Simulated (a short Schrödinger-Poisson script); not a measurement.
## MOS inversion layer, SiO2 on p-type Si(100)

System: MOS inversion layer, SiO2 on p-type Si(100), at 300 K.

```
layer  material  thickness (nm)  Na (cm⁻³)
-----  --------  --------------  ---------
1          SiO2             1.3          -
2            Si             380     1.3e18
```

The device is made up for the run: typed textbook-type constants, with dimensions and the other settings drawn at random. SiO2: permittivity 3.9, conduction-band edge (eV) 3.15, gap (eV) 9, electron mass (mₑ) 0.5. Si: permittivity 11.7, conduction-band edge (eV) 0, gap (eV) 1.124, Nv at 300 K (cm⁻³) 3.1e19.

Channel valleys (confinement mass, in-plane density-of-states mass, number): Δ2 0.916, 0.19, 2; Δ4 0.19, 0.417, 4. At the gate the conduction-band edge of layer 1 lies 3.28 eV − eVg above the Fermi level of the channel; the field vanishes at the back. Gaps are held at their typed values at every temperature. Mesh 0.03 nm at interfaces.

Solved with a short Schrödinger-Poisson script written for these runs: 1D Poisson equation in equilibrium, electrons quantum, Hartree (BenDaniel-Duke, 12 states a valley, the channel's in-plane mass for all, wave functions ending at the dielectric), parabolic valleys, classical holes, full ionisation, no traps, pinning or gate leakage.

| Vg (V) | electrons (cm⁻²) | C (μF/cm²) | Δ2 E0 (meV) | Δ2 E1 (meV) | Δ4 E0 (meV) | Δ4 E1 (meV) |
|---|---|---|---|---|---|---|
| 0.1 | 4.24e6 | 0.328 | 362.5 | 445.6 | 439.2 | 573.0 |
| 0.15 | 2.10e7 | 0.320 | 320.8 | 405.7 | 399.1 | 536.1 |
| 0.2 | 1.05e8 | 0.313 | 279.0 | 365.6 | 358.8 | 498.8 |
| 0.25 | 5.26e8 | 0.308 | 236.9 | 325.2 | 318.3 | 461.2 |
| 0.3 | 2.65e9 | 0.311 | 194.8 | 284.6 | 277.6 | 423.3 |
| 0.35 | 1.32e10 | 0.351 | 153.1 | 244.4 | 237.3 | 385.7 |
| 0.4 | 6.02e10 | 0.524 | 113.5 | 206.4 | 199.2 | 350.1 |
| 0.45 | 2.11e11 | 0.902 | 80.5 | 175.0 | 167.8 | 320.8 |
| 0.5 | 5.08e11 | 1.28 | 56.8 | 153.1 | 145.9 | 300.6 |
| 0.55 | 9.19e11 | 1.52 | 40.2 | 138.3 | 131.3 | 287.3 |
| 0.6 | 1.40e12 | 1.66 | 27.9 | 127.9 | 121.1 | 278.1 |
| 0.65 | 1.92e12 | 1.76 | 18.1 | 120.0 | 113.4 | 271.4 |
| 0.7 | 2.47e12 | 1.82 | 9.9 | 113.7 | 107.3 | 266.2 |
| 0.75 | 3.03e12 | 1.87 | 2.8 | 108.5 | 102.2 | 261.9 |
| 0.8 | 3.62e12 | 1.90 | -3.5 | 104.0 | 97.9 | 258.3 |
| 0.85 | 4.21e12 | 1.93 | -9.3 | 100.1 | 94.1 | 255.3 |
| 0.9 | 4.81e12 | 1.95 | -14.7 | 96.5 | 90.7 | 252.6 |
| 0.95 | 5.42e12 | 1.97 | -19.8 | 93.3 | 87.7 | 250.2 |
| 1 | 6.03e12 | 1.99 | -24.5 | 90.4 | 84.9 | 248.1 |
| 1.05 | 6.65e12 | 2.00 | -29.1 | 87.6 | 82.3 | 246.1 |
| 1.1 | 7.27e12 | 2.01 | -33.5 | 85.0 | 79.8 | 244.3 |

Subbands count from the Fermi level.
